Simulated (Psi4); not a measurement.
Psi4 1.11, PBE/def2-svp: Si(AsH2)(F)3 (F[Si](F)(F)[AsH2]), 7 atoms. The geometry is a generated start, not checked to be a minimum at this level.

```yaml
task: energy
method: pbe
basis: def2-svp
memory: 3 GB
maxiter: 100
keys_of_the_molecule_block: symmetry c1
scf_type: df (default)
e_convergence: 1e-06 (default)
d_convergence: 1e-06 (default)
dft_radial_points: 75 (default)
dft_spherical_points: 302 (default)
basis_functions: 102
grid_points: 150871
```

```xyz
7

F     -1.6614    -0.4537     1.3367
Si    -0.7449    -0.0661     0.0937
F     -1.4341     1.2526    -0.4688
F     -1.1648    -1.1492    -0.9932
As     1.4473     0.1175     0.6874
H      1.6828     1.2019    -0.3256
H      1.8750    -0.9031    -0.3301
```

With the defaults (diis = true, scf_initial_accelerator = adiis, damping_percentage = 0, guess = auto, which took SAD, diis_max_vecs = 10, level_shift = 0, level_shift_cutoff = 0.01) it converges in 9 SCF iterations. One run each on 2 threads, with these changes:
- guess = sapgau
- damping_percentage = 20
- diis = false, scf_initial_accelerator = none, damping_percentage = 60
- scf_initial_accelerator = none
- guess = modhuckel
- level_shift = 0.1, level_shift_cutoff = 0.001
- damping_percentage = 60
- guess = sadno
- diis_max_vecs = 3

Task: Which of these changes keep the SCF from converging, or lead it to another solution?

Result: No convergence: diis = false, scf_initial_accelerator = none, damping_percentage = 60 (the run ends without SCF convergence in 100 iterations). The rest reach the solution of the defaults.

```tsv
setting	SCF iterations	end
the defaults	9	same solution
guess = sapgau	9	same solution
scf_initial_accelerator = none	9	same solution
level_shift = 0.1, level_shift_cutoff = 0.001	10	same solution
guess = modhuckel	11	same solution
guess = sadno	11	same solution
diis_max_vecs = 3	17	same solution
damping_percentage = 20	20	same solution
damping_percentage = 60	66	same solution
diis = false, scf_initial_accelerator = none, damping_percentage = 60	100	no convergence
```
